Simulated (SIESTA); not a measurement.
# A self-consistent single point of Nb (Im-3m, 1 atom in the cell) with SIESTA

Method of the run: GGA PBE, numerical atomic orbitals DZP, PseudoDojo PBE standard norm-conserving potentials (rewritten from UPF to PSML) (SIESTA).

Input as run:

```
# files in the folder: Nb.psml (PseudoDojo PBE standard)
SystemName  Nb
SystemLabel siesta

NumberOfAtoms                1
NumberOfSpecies              1
%block ChemicalSpeciesLabel
  1 41 Nb
%endblock ChemicalSpeciesLabel
LatticeConstant              2.873152 Ang
%block LatticeVectors
    -0.577350241    0.577350241    0.577350241
     0.577350241   -0.577350241    0.577350241
     0.577350241    0.577350241   -0.577350241
%endblock LatticeVectors
AtomicCoordinatesFormat      ScaledCartesian
%block AtomicCoordinatesAndAtomicSpecies
     0.000000000    0.000000000    0.000000000  1
%endblock AtomicCoordinatesAndAtomicSpecies

XC.functional                GGA
XC.authors                   PBE
PAO.BasisSize                DZP
PAO.EnergyShift              0.01 Ry
MeshCutoff                   400 Ry
%block kgrid.MonkhorstPack
    9   0   0  0.0
    0   9   0  0.0
    0   0   9  0.0
%endblock kgrid.MonkhorstPack
OccupationFunction           MP
OccupationMPOrder            0
ElectronicTemperature        0.1 eV

MaxSCFIterations             150
SCF.Mixer.Method             Pulay
SCF.Mixer.Weight             0.25
SCF.Mixer.History            8
SCF.DM.Tolerance             1.0E-04
Diag.ParallelOverK           true
WriteForces                  true
```

Output, abridged:

```
reinit: Reading from file input.fdf

reinit: System Name: Nb
reinit: System Label: siesta

coor:   Atomic-coordinates input format  =     Cartesian coordinates
coor:                                          (in units of alat)

siesta: Atomic coordinates (Bohr) and species
siesta:      0.00000   0.00000   0.00000  1        1

siesta: System type = bulk

initatomlists: Number of atoms, orbitals, and projectors:      1    19    18

siesta: ******************** Simulation parameters ****************************
redata: Spin configuration                          = none
redata: Time-Reversal Symmetry                      = T
redata: Number of Atomic Species                    =        1
redata: Mesh Cutoff                                 =   400.0000 Ry
redata: Net charge of the system                    =     0.0000 |e|
redata: Min. number of SCF Iter                     =        0
redata: Max. number of SCF Iter                     =      150
redata: SCF convergence failure will abort job
redata: SCF mix quantity                            = Hamiltonian
redata: Mix DM or H after convergence               =   F
redata: Recompute H after scf cycle                 =   F
redata: Mix DM in first SCF step                    =   T
redata: No kicks to SCF
redata: DM Mixing Weight for Kicks                  =     0.5000
redata: Require Harris convergence for SCF          =   F
redata: Harris energy tolerance for SCF             =     0.000100 eV
redata: Require DM convergence for SCF              =   T
redata: DM tolerance for SCF                        =     0.000100
redata: Require EDM convergence for SCF             =   F
redata: EDM tolerance for SCF                       =     0.001000 eV
redata: Require H convergence for SCF               =   T
redata: Hamiltonian tolerance for SCF               =     0.001000 eV
redata: Require (free) Energy convergence for SCF   =   F
redata: (free) Energy tolerance for SCF             =     0.000100 eV
redata: Using DFT-D3 dispersion                     =   F
redata: Using Saved Data (generic)                  =   F
redata: Method of Calculation                       = Diagonalization
redata: Electronic Temperature                      =  1160.4518 K
redata: Number of TDED substeps                     =        3
redata: Dynamics option                             = Single-point calculation
redata: Save all siesta data in one NC              =   F
redata: ***********************************************************************

%block SCF.Mixers
  Pulay
%endblock SCF.Mixers

%block SCF.Mixer.Pulay
  # Mixing method
  method pulay
  variant stable

  # Mixing options
  weight 0.2500
  weight.linear 0.2500
  history 8
%endblock SCF.Mixer.Pulay

DM_history_depth set to one: no extrapolation allowed by default for geometry relaxation
Size of DM history Fstack: 1
Total number of electrons:    13.000000
Total ionic charge:    13.000000

* ProcessorY, Blocksize:    1  20

* Orbital distribution balance (max,min):    19    19

 Kpoints in:          405 . Kpoints trimmed:          365

siesta: k-grid: Number of k-points = 365
siesta: k-points from Monkhorst-Pack grid
siesta: k-cutoff (effective) =    12.929 Ang
siesta: k-point supercell and displacements
siesta: k-grid:     9     0     0      0.000
siesta: k-grid:     0     9     0      0.000
siesta: k-grid:     0     0     9      0.000

diag: Algorithm                                     = D&C
diag: Parallel over k                               =   F
diag: Use parallel 2D distribution                  =   F
diag: Parallel block-size                           = 20
diag: Parallel distribution                         =     1 x     1
diag: Used triangular part                          = Lower
diag: Absolute tolerance                            =  0.100E-15
diag: Orthogonalization factor                      =  0.100E-05
diag: Memory factor                                 =  1.0000

superc: Internal auxiliary supercell:     9 x     9 x     9  =     729
superc: Number of atoms, orbitals, and projectors:    729  13851  13122

                        Single-point calculation

superc: Internal auxiliary supercell:     9 x     9 x     9  =     729
superc: Number of atoms, orbitals, and projectors:    729  13851  13122

outcell: Unit cell vectors (Ang):
       -1.658815    1.658815    1.658815
        1.658815   -1.658815    1.658815
        1.658815    1.658815   -1.658815

outcell: Cell vector modules (Ang)   :    2.873152    2.873152    2.873152
outcell: Cell angles (23,13,12) (deg):    109.4712    109.4712    109.4712
outcell: Cell volume (Ang**3)        :     18.2580
new_DM -- step:     1
Initializing Density Matrix...

Attempting to read DM from file... Failed...
DM filled with atomic data:

InitMesh: MESH = 30 x 30 x 30 = 27000
InitMesh: Mesh cutoff (required, used) =   400.000   451.979 Ry

stepf: Methfessel-Paxton step function
       Using Hermite-Gauss polynomials of order  0

        iscf     Eharris(eV)        E_KS(eV)     FreeEng(eV)     dDmax    Ef(eV) dHmax(eV)
   scf:    1    -1688.605494    -1693.314026    -1693.321567  0.530021 -3.055747  5.615495
   scf:    2    -1694.373239    -1693.871605    -1693.877351  0.171166 -3.505964  3.339991
   scf:    3    -1694.338981    -1694.168959    -1694.177423  0.199825 -4.167000  0.052309
   scf:    4    -1694.169087    -1694.169169    -1694.177582  0.010767 -4.164203  0.077916
   scf:    5    -1694.169294    -1694.169255    -1694.177699  0.003186 -4.189704  0.001159
   scf:    6    -1694.169258    -1694.169257    -1694.177699  0.000150 -4.188823  0.002148
   scf:    7    -1694.169255    -1694.169256    -1694.177699  0.000091 -4.189437  0.000005

SCF Convergence by DM+H criterion
max |DM_out - DM_in|         :     0.0000911911
max |H_out - H_in|      (eV) :     0.0000053042
SCF cycle converged after 7 iterations

Using DM_out to compute the final energy and forces

siesta: E_KS(eV) =            -1694.1693

siesta: E_KS - E_eggbox =     -1694.1693

siesta: Atomic forces (eV/Ang):
     1    0.000000   -0.000000    0.000000
   Tot    0.000000   -0.000000    0.000000
   Max    0.000000
   Res    0.000000    sqrt( Sum f_i^2 / 3N )
   Max    0.000000    constrained

Stress tensor Voigt[x,y,z,yz,xz,xy] (kbar):       31.09       31.09       31.09        0.02        0.02        0.02
(Free)E + p*V (eV/cell)    -1694.5320
Target enthalpy (eV/cell)    -1694.1777

siesta: Program's energy decomposition (eV):
siesta: Ebs     =      -354.177677
siesta: Eions   =      2858.435060
siesta: Ena     =       786.173838
siesta: Ekin    =       491.879562
siesta: Enl     =       209.221379
siesta: Eso     =         0.000000
siesta: Edftu   =         0.000000
siesta: DEna    =        30.557888
siesta: DUscf   =         1.203889
siesta: DUext   =         0.000000
siesta: Ex      =      -329.903117
siesta: Ec      =       -24.867636
siesta: Exc     =      -354.770753
siesta: Eharris =     -1694.169255
siesta: Etot    =     -1694.169256
siesta: FreeEng =     -1694.177699

siesta: Stress tensor (static) (eV/Ang**3):
siesta:     0.019406    0.000012    0.000012
siesta:     0.000012    0.019406    0.000012
siesta:     0.000012    0.000012    0.019406

siesta: Cell volume =         18.258027 Ang**3

siesta: Pressure (static):
siesta:                Solid            Molecule  Units
siesta:          -0.00021136         -0.00021136  Ry/Bohr**3
siesta:          -0.01940648         -0.01940648  eV/Ang**3
siesta:         -31.09260357        -31.09260357  kBar
```

The run converged in 7 iterations.

The starting cell comes from a database of computed structures (which also holds hypothetical and non-ambient phases and stackings), without a prior relaxation at this level. Spin polarisation is off. Values carry the incompleteness of an atom-centred basis. With a pressure of about -3 GPa the cell is away from its equilibrium volume at this level.
